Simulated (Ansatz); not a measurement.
## A computed series for Nb: pressure series

The reference is Nb in the bcc (W type) structure (space group Im-3m, No. 229; a = 3.303 Å).

Cell and atoms are relaxed at each pressure.

Calculations: r2SCAN (Ansatz, a program for electronic structure), spin-orbit coupling left out, earlier PAW set.

Notes on the quantities. enthalpy: H = E + PV relative to the base's energy.

```json
[
 {"change": "base", "volume per atom": "18.02 Å³", "enthalpy": "–"},
 {"change": "pressure −2 GPa", "volume per atom": "18.23 Å³", "enthalpy": "-0.23 eV/atom"},
 {"change": "pressure −1 GPa", "volume per atom": "18.12 Å³", "enthalpy": "-0.11 eV/atom"},
 {"change": "pressure 3 GPa", "volume per atom": "17.72 Å³", "enthalpy": "+0.33 eV/atom"},
 {"change": "pressure 7 GPa", "volume per atom": "17.35 Å³", "enthalpy": "+0.77 eV/atom"},
 {"change": "pressure 15 GPa", "volume per atom": "16.72 Å³", "enthalpy": "+1.62 eV/atom"},
 {"change": "pressure 30 GPa", "volume per atom": "15.75 Å³", "enthalpy": "+3.14 eV/atom"},
 {"change": "pressure 50 GPa", "volume per atom": "14.77 Å³", "enthalpy": "+5.04 eV/atom"},
 {"change": "pressure 75 GPa", "volume per atom": "13.78 Å³", "enthalpy": "+7.27 eV/atom"},
 {"change": "pressure 100 GPa", "volume per atom": "13.00 Å³", "enthalpy": "+9.35 eV/atom"}
]
```

Load acts through the strain it causes; cell and atoms are relaxed under it. Whether these cells are dynamically stable was not tested. No other phases were tried under pressure. The final runs are not spin-polarised.
